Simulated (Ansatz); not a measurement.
The starting structures come from a database of crystals and need not be the phases stable at ambient conditions.

Inside the gap of an insulator the Bloch states are evanescent, with a wavenumber k + iκ along the transport direction.

```yaml
crystal:
  lattice:
    - [4.07657, 0.00000, 0.00000]
    - [-2.03829, 3.53042, 0.00000]
    - [0.00000, 0.00000, 6.71851]
  atoms:
    - { symbol: Be, position: [0.66667, 0.33333, 0.50043] }
    - { symbol: Be, position: [0.33333, 0.66667, 0.00043] }
    - { symbol: Te, position: [0.66667, 0.33333, 0.87457] }
    - { symbol: Te, position: [0.33333, 0.66667, 0.37457] }
```

Space group of this cell: P6_3mc, wurtzite. The cell is strained (all lengths scaled by 1.02); by r2SCAN its mean pressure is -3.4 GPa.

Transport runs along the normal of the first two printed cell vectors, the (001) plane of the conventional cell.

The gap is the functional's own, uncorrected, and κ follows it; spin-orbit coupling is left out. Mid-gap values are interpolated between the computed energies.

**Question.** Give the band gap and the smallest decay constant κ at mid-gap that r2SCAN in Ansatz (a quantum-chemistry and plane-wave program) yields.

**Answer.** Gap 2.68 eV on a 12×12×6 mesh; κ = 0.172 1/Å, at the zone centre.
